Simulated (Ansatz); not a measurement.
# BaTaO3 (Pm-3m, No. 221, 5 atoms in the cell; start mp-754678)

These are r²SCAN in Ansatz (plane waves, PAW) values and carry that method's errors.

Settings: plane-wave cutoff 560 eV, 14×14×14 k mesh, Fermi–Dirac smearing 0.05 eV, scalar-relativistic PAW data made under PBE.

Cell (relaxed at this level):

BaTaO₃ is taken in the cubic space group Pm-3m (No. 221), the cubic perovskite structure, Pearson symbol cP5. Lattice parameters: a = b = c = 4.0918 Å, α = β = γ = 90.00°. Ba on 1a has 12 O at 2.893 Å (cuboctahedral). Ta on 1b sees 6 O at 2.046 Å (octahedral). O on 3c is surrounded by 2 Ta at 2.046 Å and 4 Ba at 2.893 Å (octahedral). (Neighbours: up to the widest gap in distance over summed covalent radii, below 1.35, at either atom; cation-cation and far metal-metal contacts left out.)

| Item | Result |
|---|---|
| band gap | none |
| bulk modulus B0 | 195 GPa |

Note: the relaxation could not lower the start's symmetry, so the cell can be a saddle point above a distorted one; the bulk modulus is −V dP/dV from two relaxed cells at ±2 % in volume.

Spin–orbit coupling is not included; it can open a gap where bands touch, and shift volumes and moduli.

Computed values are for the static lattice.

A start named mp-… is a Materials Project structure, which need not be a measured phase.

Ansatz is a quantum-chemistry and plane-wave program.
